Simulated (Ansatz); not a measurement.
Hg2O (model structure, Pn-3m, No. 224, 6 atoms in the cell) was calculated with LDA in Ansatz (plane waves, PAW).

Run with plane-wave cutoff 520 eV, 12×12×12 k mesh, Fermi–Dirac smearing 0.05 eV, scalar-relativistic PAW data made under PBE.

Cell (relaxed at this level):

Space group Pn-3m, origin choice 1 (No. 224); a = 5.047 Å, b = 5.047 Å, c = 5.047 Å, α = 90.00°, β = 90.00°, γ = 90.00°

```csv
atom,site,symmetry,x,y,z
O,2a,-43m,0.0000,0.0000,0.0000
Hg,4b,.-3m,0.2500,0.2500,0.2500
```

Q: Estimate the bulk modulus B0 that the calculation returns.

A: 
- bulk modulus B0 = 60.1 GPa

The run finds no gap.

Note: the bulk modulus is −V dP/dV from two relaxed cells at ±2 % in volume; the relaxation could raise the start's symmetry but not lower it, so the cell can be a saddle point.

Spin–orbit coupling is not included; it can open a gap where bands touch, and shift volumes and moduli.

Computed values are for the static lattice.

A model structure was made by putting elements into a prototype or built by hand; it is no filed structure, need not be a known phase, and can be a saddle point held by its symmetry.

Ansatz is a quantum-chemistry and plane-wave program.
